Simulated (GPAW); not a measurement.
## Several settings converged on Mg (P-3m1, 2 atoms in the cell)

```xyz
2
Lattice="1.6002 -2.7716 0.0000 1.6002 2.7716 0.0000 0.0000 0.0000 5.1944" Properties=species:S:1:pos:R:3 pbc="T T T"
Mg     1.6002     0.9239     1.3486
Mg     1.6002    -0.9239     3.8958
```

Base method: LDA (Perdew-Wang 92), GPAW PAW datasets LDA (gpaw-data 1.0.1) (plane waves; GPAW).

Base settings: mode = pw; ecut = 800 eV; xc = LDA; kpts = 6 6 3; mesh shift (steps) = 0 0 0; occupations.name = fermi-dirac; occupations.width = 0.1 eV; nbands = -8; symmetry.symmorphic = false; symmetry.tolerance = 0.0005.

The count of work is k-points × plane waves × bands × iterations; it is no time. Core times come from one kind of shared machine, to one figure; runs under 30 s give none.

**The k-point mesh at a smearing width of 0.02 eV**

In this ladder: occupations.width = 0.02 eV.

Only quantities that move along the ladder and can be compared are tabulated.

| kpts | free energy less the last step's (meV/atom) | pressure (GPa) | largest difference of a force vector from the last step's (eV/Å) | count of work / last | core time / last (rough) |
|---|---|---|---|---|---|
| 4 4 3 | -54.25 | -2.24 | 0.011 | 0.014 | – |
| 6 6 3 | 48.89 | -2.10 | 0.010 | 0.026 | – |
| 9 9 5 | 2.91 | -2.26 | 0.003 | 0.076 | 0.1 |
| 13 13 7 | 4.40 | -2.19 | 0.003 | 0.19 | 0.3 |
| 16 16 9 | 1.99 | -2.19 | 0.001 | 0.36 | 0.4 |
| 23 23 13 | 0.00 | -2.18 | 0.000 | 1.0 | 1 |

State of the free energy at the end of the ladder: still drifting one way, by 4.4 meV/atom over the last two steps, so the last step is no safe reference.

Coarsest kpts that holds the forces within 0.005 eV/Å of the last step, with all finer ones: 9 9 5, at 0.076 of the last step's count of work and about 0.1 of the last step's time; the step before is off by 0.010 eV/Å.

Coarsest kpts that holds the pressure within 0.05 GPa of the last step, with all finer ones: 13 13 7, at 0.19 of the last step's count of work and about 0.3 of the last step's time; the step before is off by 0.08 GPa.

**The width of Fermi-Dirac smearing**

In this ladder: kpts = 10 10 5.

Narrow widths need finer meshes than wide ones, so the last steps can hold mesh noise.

Only quantities that move along the ladder and can be compared are tabulated; pressure and forces are left out, as mesh noise rules them at narrow widths.

```csv
occupations.width,free energy less the last step's (meV/atom),energy extrapolated to zero width less the last step's (meV/atom)
1 eV,-706.32,-7.76
0.5 eV,-172.22,-2.79
0.3 eV,-58.70,-3.91
0.1 eV,0.00,0.00
```

Widest occupations.width that holds the energy extrapolated to zero width within 2 meV/atom: not settled: the last two steps still differ by 3.9 meV/atom, over half the tolerance, so the ladder does not show it.

Widest occupations.width that holds the free energy within 5 meV/atom: not settled: the last two steps still differ by 59 meV/atom, over half the tolerance, so the ladder does not show it.

The extrapolation to zero width removes most of the smearing's effect on the energy.

**The setting conv density**

Moved along: convergence.energy, convergence.eigenstates.

The mesh stays at the base's, so the ladder's end is converged at best in this setting alone.

Only quantities that move along the ladder and can be compared are tabulated.

```csv
convergence.density,free energy less the last step's (meV/atom),pressure (GPa),largest difference of a force vector from the last step's (eV/Å)
0.01 e/electron,-0.82,-2.53,0.065
0.001 e/electron,-0.01,-2.03,0.003
0.0001 e/electron,0.00,-2.10,0.000
1e-06 e/electron,0.00,-2.10,0.000
1e-07 e/electron,0.00,-2.10,0.000
```

Coarsest convergence.density that holds the forces within 0.02 eV/Å of the last step, with all finer ones: 0.001 e/electron; the step before is off by 0.065 eV/Å.

Coarsest convergence.density that holds the free energy within 0.5 meV/atom of the last step, with all finer ones: 0.001 e/electron; the step before is off by 0.82 meV/atom.

Coarsest convergence.density that holds the pressure within 0.2 GPa of the last step, with all finer ones: 0.001 e/electron; the step before is off by 0.43 GPa.

On the base run: the starting cell has typed, rounded lattice constants, without a prior relaxation at this level. Its lattice was rescaled by up to half a per cent. One atom was moved a little off its site on purpose. Without a gap this mesh is coarse (it stands for a supercell whose shortest vector is 16 Å).

Left out of this page: 2 runs of the series outside the window shown, repeating another row's setting, or not comparable.
